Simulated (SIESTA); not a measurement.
## Short convergence ladders for NbH2 (I4mm, 3 atoms in the cell)

```
CELL_PARAMETERS angstrom
      0.00000     2.29598     2.29598
      2.29598     0.00000     2.29598
      2.29598     2.29598     0.00000
ATOMIC_POSITIONS crystal
  Nb 0.01089 0.01089 0.98911
  H  0.25000 0.25000 0.25000
  H  0.75000 0.75000 0.75000
```

Base method: SIESTA with GGA PBEsol, numerical atomic orbitals TZP, PseudoDojo PBEsol standard norm-conserving potentials (rewritten from UPF to PSML).

Base settings: XC.functional = GGA; XC.authors = PBEsol; potentials = PseudoDojo PBEsol standard; PAO.BasisSize = TZP; PAO.EnergyShift = 0.01 Ry; MeshCutoff = 300 Ry; kgrid.MonkhorstPack = 4 4 4; OccupationFunction = MP; OccupationMPOrder = 0; ElectronicTemperature = 1160.45 K.

Core times come from one kind of shared machine, to one figure; runs under 30 s give none.

**The cutoff of the real-space grid**

The second cell is the first with its lattice scaled by 0.98.

The mesh stays at the base's, so the ladder's end is converged at best in this setting alone.

Only quantities that move along the ladder and can be compared are tabulated.

```csv
MeshCutoff,free energy less the last step's (meV/atom),energy of the compressed cell less the first (meV/atom),pressure (GPa),largest difference of a force vector from the last step's (eV/Å),core time / last (rough)
120 Ry (127 Ry used),-3.60,-6.62,-7.97,0.009,–
150 Ry (157 Ry used),-1.70,-6.76,-7.95,0.002,–
210 Ry (226 Ry used),-0.50,-6.29,-7.68,0.019,–
330 Ry (354 Ry used),-0.25,-5.97,-7.59,0.001,0.4
360 Ry (403 Ry used),-0.14,-6.08,-7.69,0.009,0.4
450 Ry (510 Ry used),-0.09,-6.06,-7.70,0.001,0.6
600 Ry (629 Ry used),-0.03,-6.09,-7.66,0.000,0.6
720 Ry (906 Ry used),0.00,-6.09,-7.72,0.000,1
```

Coarsest MeshCutoff that holds the pressure within 0.2 GPa of the last step, with all finer ones: 210 Ry (226 Ry used); the step before is off by 0.23 GPa.

Coarsest MeshCutoff that holds the forces within 0.01 eV/Å of the last step, with all finer ones: 330 Ry (354 Ry used), at about 0.4 of the last step's time; the step before is off by 0.019 eV/Å.

The energy difference between the two cells stays within 1 meV/atom of the last step's from 120 Ry on, the total only from 210 Ry on: much of the error is common to both cells and cancels.

**The setting basis size**

Moved along: PAO.BasisSize.

The second cell is the first with its lattice scaled by 0.98.

The mesh stays at the base's, so the ladder's end is converged at best in this setting alone.

The sets are ordered by size and need not be nested.

Only quantities that move along the ladder and can be compared are tabulated.

| basis (functions) | energy of the compressed cell less the first (meV/atom) | pressure (GPa) | largest difference of a force vector from the last step's (eV/Å) |
|---|---|---|---|
| SZ (12) | -3.89 | -7.25 | 0.077 |
| DZ (20) | -9.35 | -8.74 | 0.031 |
| SZP (21) | -8.51 | -8.31 | 0.030 |
| DZP (29) | -6.86 | -7.91 | 0.003 |
| TZP (37) | -5.97 | -7.59 | 0.000 |

Coarsest basis (functions) that holds the energy of the compressed cell less the first within 1 meV/atom: not settled: the last two steps still differ by 0.89 meV/atom, over half the tolerance, so the ladder does not show it.

Coarsest basis (functions) that holds the forces within 0.02 eV/Å of the last step, with all finer ones: DZP (29); the step before is off by 0.030 eV/Å.

State of the pressure at the end of the ladder: still drifting one way, by 0.72 GPa over the last two steps, so the last step is no safe reference.

**The relaxed cell against the cutoff**

On NbH2 (Fm-3m, 3 atoms in the cell): atoms on their sites.

In this ladder: MD.TypeOfRun = CG; MD.Steps = 40; MD.MaxForceTol = 0.02 eV/Ang; MD.VariableCell = true; MD.MaxStressTol = 0.05 GPa.

The mesh stays at the base's, so the ladder's end is converged at best in this setting alone.

Only quantities that move along the ladder and can be compared are tabulated.

```tsv
MeshCutoff	relaxed volume (Å³/atom)	relaxation steps	core time / last (rough)
150 Ry (213 Ry used)	7.716	34	0.9
300 Ry (364 Ry used)	7.737	8	0.8
360 Ry (363 Ry used)	7.738	6	0.8
450 Ry (524 Ry used)	7.741	4	0.8
600 Ry (647 Ry used)	7.742	4	1
```

Coarsest MeshCutoff that holds the relaxed volume within 0.008 Å³/atom of the last step, with all finer ones: 300 Ry (364 Ry used); the step before is off by 0.026 Å³/atom.

At the lowest cutoff the cell relaxes to a volume 0.3 % smaller than at the highest.

On the base run: the starting cell comes from a database of computed structures (which also holds hypothetical and non-ambient phases and stackings), without a prior relaxation at this level. Its lattice was rescaled by up to half a per cent. One atom was moved a little off its site on purpose. Spin polarisation is off. Values carry the incompleteness of an atom-centred basis. Without a gap this mesh is coarse (it stands for a supercell whose shortest vector is 13 Å).

Left out of this page: 2 runs of the series failed or unconverged; 9 runs of the series outside the window shown, repeating another row's setting, or not comparable; 1 run of the series stopped by limits of time or memory.
